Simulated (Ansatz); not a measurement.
Where the default PAW files enter, the runs use the earlier of Ansatz's two default sets.

Evanescent states of SrO (Fm-3m, rock salt, 2 atoms a cell, 17.2 Å³ an atom) along the normal of (001)

All values below come from r2SCAN (plane waves, PAW; Ansatz, a first-principles code).

The gap is the functional's own, uncorrected, and κ follows it; spin-orbit coupling is left out. Mid-gap values are interpolated between the computed energies.

Energies count from the valence-band top; κ is the least over a 8×8 mesh across the current.

```
E (eV)  κ (1/Å)  where
------  -------  -----
0.09      0.089      Γ
0.27      0.148      Γ
0.45      0.185      Γ
0.63      0.211      Γ
0.81      0.232      Γ
0.99      0.248      Γ
1.17      0.261      Γ
1.35      0.271      Γ
1.53      0.279      Γ
1.71      0.285      Γ
1.89      0.290      Γ
2.07      0.292      Γ
2.25      0.294      Γ
2.43      0.293      Γ
2.61      0.291      Γ
2.79      0.288      Γ
2.97      0.281  off Γ
3.15      0.252  off Γ
3.33      0.217  off Γ
3.51      0.172  off Γ
3.69      0.107  off Γ
```

Problem. How thick must the barrier be to attenuate the transmission by 10^8 when the electrodes' Fermi level lies at 2.61 eV, and what attenuation does that film give at 3.33 eV?

Solution. d = 8 ln 10 / (2 × 0.291) = 31.7 Å. At 3.33 eV it gives 8 × 0.217/0.291 = 6.0 decades.
